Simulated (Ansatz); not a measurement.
Take BAs (space group P6_422, No. 181; a hypothetical phase, not in the database extracts checked) as the base.

```yaml
crystal:
  lattice:
    - [3.42904, 0.00000, 0.00000]
    - [-1.71452, 2.96963, 0.00000]
    - [0.00000, 0.00000, 7.40310]
  atoms:
    - { symbol: B, position: [0.00000, 0.50000, 0.33333] }
    - { symbol: B, position: [0.50000, 0.50000, 0.66667] }
    - { symbol: B, position: [0.50000, 0.00000, 0.00000] }
    - { symbol: As, position: [0.00000, 0.50000, 0.83333] }
    - { symbol: As, position: [0.50000, 0.50000, 0.16667] }
    - { symbol: As, position: [0.50000, 0.00000, 0.50000] }
```

The values are results of plane-wave PAW DFT at the PBEsol level (Ansatz, a quantum-chemistry and plane-wave program, 420 eV), spin-orbit coupling left out, not measurements.

For the base:

```
Item                                           Value
-----------------------------  ---------------------
Shortest interatomic distance                2.112 Å
Band gap                                     0.31 eV
Smallest direct gap                          2.13 eV
Width of the top valence band                3.01 eV
Valence-band top at Γ          0.00, -0.95, -1.26 eV
```

Modification: hydrostatic tension (pressure −2 GPa).

**Question.** What does the calculation give for the shortest interatomic distance after the change?

**Answer.** The shortest interatomic distance grows by 0.010 Å to 2.122 Å.

**Question.** What happens to the band gap?

**Answer.** The band gap rises by 0.04 eV to 0.35 eV.

**Question.** How does this affect the smallest direct gap?

**Answer.** The smallest direct gap shrinks by 0.04 eV (2.13 eV → 2.09 eV).

**Question.** Estimate the effect on the width of the top valence band.

**Answer.** The width of the top valence band shrinks by 0.04 eV, from 3.01 eV to 2.97 eV.

**Question.** Predict the new valence-band top at Γ.

**Answer.** The valence-band top at Γ (three highest levels, from the VBM) goes from 0.00, -0.95, -1.26 eV to 0.00, -0.94, -1.24 eV.

Load acts through the strain it causes; cell and atoms are relaxed under it. No phonon test of stability was made. The base started in P3_121 and relaxed to P6_422 at this level.
